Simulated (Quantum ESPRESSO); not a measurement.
Quantum ESPRESSO run on LaBi2ClO4 (P4/mmm, 8 atoms in the cell): self-consistent single point.

Computed with PBEsol, PseudoDojo standard norm-conserving (PBESOL) pseudopotentials (plane waves; Quantum ESPRESSO).

```
LaBi2ClO4
1.0
    3.98890     0.00000     0.00000
    0.00000     3.98890     0.00000
    0.00000     0.00000     9.33319
La Bi Cl O
1 2 1 4
Cartesian
  0.00000   0.00000   0.00000
  1.99445   1.99445   2.59817
  1.99445   1.99445   6.73502
  0.00000   0.00000   4.66660
  0.00000   1.99445   1.50880
  0.00000   1.99445   7.82439
  1.99445   0.00000   1.50880
  1.99445   0.00000   7.82439
```

Reference input (self-consistent single point, DFT, LDA (PZ), plane waves, PseudoDojo standard norm-conserving (PBE) pseudopotentials): ecutwfc = 110 Ry; occupations = smearing; smearing = fermi-dirac; degauss = 0.00147 Ry; input_dft = pz; potentials = {La: La.upf, Bi: Bi.upf, Cl: Cl.upf, O: O.upf}; K_POINTS = automatic 6 6 3 0 0 0; conv_thr = 1e-10 Ry; mixing_beta = 0.3. This run's input differs from it in these lines:

```diff
@@ -18,3 +18,2 @@
     degauss = 0.00147,
-    input_dft = 'pz',
 /
```

Its files differ too (potentials: PseudoDojo standard norm-conserving (PBESOL)).

Output, abridged:

```
     Self-consistent Calculation

     iteration #  1     ecut=   110.00 Ry     beta= 0.30

     total energy              =    -561.48080410 Ry
     estimated scf accuracy    <       2.86733725 Ry

     iteration #  2     ecut=   110.00 Ry     beta= 0.30

     total energy              =    -562.01669495 Ry
     estimated scf accuracy    <       0.26575607 Ry

     iteration #  3     ecut=   110.00 Ry     beta= 0.30

     total energy              =    -562.06262584 Ry
     estimated scf accuracy    <       0.05831818 Ry

   [... 12 blocks of this kind left out ...]

     iteration # 16     ecut=   110.00 Ry     beta= 0.30

     total energy              =    -562.08149723 Ry
     estimated scf accuracy    <          1.7E-10 Ry

     iteration # 17     ecut=   110.00 Ry     beta= 0.30
     End of self-consistent calculation

     the Fermi energy is     8.1702 ev

!    total energy              =    -562.08149723 Ry
     estimated scf accuracy    <          5.6E-12 Ry
     smearing contrib. (-TS)   =      -0.00000000 Ry
     internal energy E=F+TS    =    -562.08149723 Ry

     convergence has been achieved in  17 iterations

     Forces acting on atoms (cartesian axes, Ry/au):

     atom    1 type  1   force =     0.00000000    0.00000000    0.00000000
     atom    2 type  2   force =     0.00000000    0.00000000   -0.01371874
     atom    3 type  2   force =     0.00000000    0.00000000    0.01371874
     atom    4 type  3   force =     0.00000000    0.00000000    0.00000000
     atom    5 type  4   force =     0.00000000    0.00000000    0.00444643
   [... lines left out ...]

     Total force =     0.021342     Total SCF correction =     0.000002

          total   stress  (Ry/bohr**3)                   (kbar)     P=      -43.25
  -0.00030242   0.00000000   0.00000000          -44.49        0.00        0.00
   0.00000000  -0.00030242   0.00000000            0.00      -44.49        0.00
   0.00000000   0.00000000  -0.00027719            0.00        0.00      -40.78

   JOB DONE.
```

The run converged in 17 iterations. Against the reference run the pressure goes from -6.47 to -4.33 GPa, the largest force goes from 0.470 to 0.353 eV/Å and the gap on the mesh goes from 1.174 to 1.268 eV. The full log also holds: “c_bands:  4 eigenvalues not converged”. The full log also holds: “c_bands:  3 eigenvalues not converged”.

The starting cell comes from a database of computed structures (which also holds hypothetical and non-ambient phases and stackings), without a prior relaxation at this level. Spin-orbit coupling is off. With a pressure of about -4 GPa the cell is away from its equilibrium volume at this level.

Cost on one core of a shared machine: roughly 10 min.
